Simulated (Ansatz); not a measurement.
AlN₂H₆F₃ (C2/m, No. 12, 12 atoms in the cell; start mp-1228986), treated with HSE06 (PAW; Ansatz, an electronic-structure program).

Settings: plane-wave cutoff 460 eV, 6×6×4 k mesh (along the axes of the cell as run), Fermi–Dirac smearing 0.01 eV, scalar-relativistic PAW data made under PBE.

The cell is the one relaxed with PBE-D3(BJ). Conventional cell: a = 9.7440 Å, b = 3.7956 Å, c = 6.9461 Å, α = 90.00°, β = 131.61°, γ = 90.00°.

```yaml
crystal:
  lattice:
    - [4.87158, -1.89778, 0.06384]
    - [4.87158, 1.89778, 0.06384]
    - [-4.68063, 0.00000, 5.13222]
  atoms:
    - { symbol: Al, position: [0.00000, 0.00000, 0.00000] }
    - { symbol: H, position: [0.32644, 0.32644, 0.45439] }
    - { symbol: H, position: [0.67356, 0.67356, 0.54561] }
    - { symbol: H, position: [0.12228, 0.54687, 0.25684] }
    - { symbol: H, position: [0.87772, 0.45313, 0.74316] }
    - { symbol: H, position: [0.45313, 0.87772, 0.74316] }
    - { symbol: H, position: [0.54687, 0.12228, 0.25684] }
    - { symbol: N, position: [0.27519, 0.27519, 0.26957] }
    - { symbol: N, position: [0.72481, 0.72481, 0.73043] }
    - { symbol: F, position: [0.98707, 0.98707, 0.24606] }
    - { symbol: F, position: [0.01293, 0.01293, 0.75394] }
    - { symbol: F, position: [0.50000, 0.50000, 0.00000] }
```

Q: List the 30 lowest band energies at Γ above −25 eV (eV, relative to the valence band maximum), grouping those that round alike.

A: At Γ: -23.24, -22.15, -22.12, -16.05, -15.84, -5.64, -5.12, -4.96, -4.52, -4.37, -4.19, -3.68, -3.07, -1.93, -1.68, -1.66, -1.24, -1.19, -0.83, 0.00, 8.00, 11.44, 12.08, 12.77, 13.00, 13.97, 14.74, 15.65, 15.82, 16.69.

Note: the run warned that its exchange threshold was loose for the stress; cell and atoms aren't relaxed at this level (largest force component 0.35 eV/Å, pressure -2.0 GPa).

A start named mp-… is a Materials Project structure, which need not be a measured phase.
